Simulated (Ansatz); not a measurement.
Pyrite PtAs₂, treated with BLYP (plane waves, PAW; Ansatz, a quantum-chemistry and plane-wave program).

Run with plane-wave cutoff 520 eV, 6×6×6 k mesh, Fermi–Dirac smearing 0.01 eV, scalar-relativistic PAW data made under PBE.

A third-order Birch–Murnaghan fit to the energies gives V0 = 19.763 Å³/atom, B0 = 109 GPa, B′ = 5.2.

```csv
V (Å³/atom),P (GPa)
18.970,___
19.365,2.32
19.761,0.01
20.156,___
20.551,-3.83
```

Question: Estimate the withheld pressures from this fit; the answers are the runs' own values.

Answer: 
- 18.970, P (GPa): 4.93
- 20.156, P (GPa): -2.03

The formula P = (3/2) B0 (x^(7/3) − x^(5/3)) [1 + (3/4)(B′ − 4)(x^(2/3) − 1)] with x = V0/V meets the computed pressures within 0.04 GPa when these rounded values are put in.

Shape and atoms are relaxed at each volume.

Measured, for comparison: equilibrium volume per atom 17.70 Å³/atom (temperature not stated, not corrected to a static lattice; as tabulated in Wikipedia's data pages). Computed (rounded) less measured: equilibrium volume per atom +11.6 %.

Note: the cell is over a tenth larger than the published one: the level's own overestimate first of all, though another phase or state, or a fault of the published cell, is possible; the bulk modulus comes from volumes at which shape and atoms were relaxed.

Spin–orbit coupling is not included; it can open a gap where bands touch, and shift volumes and moduli.

Computing time: around 10 core-minutes (rough).
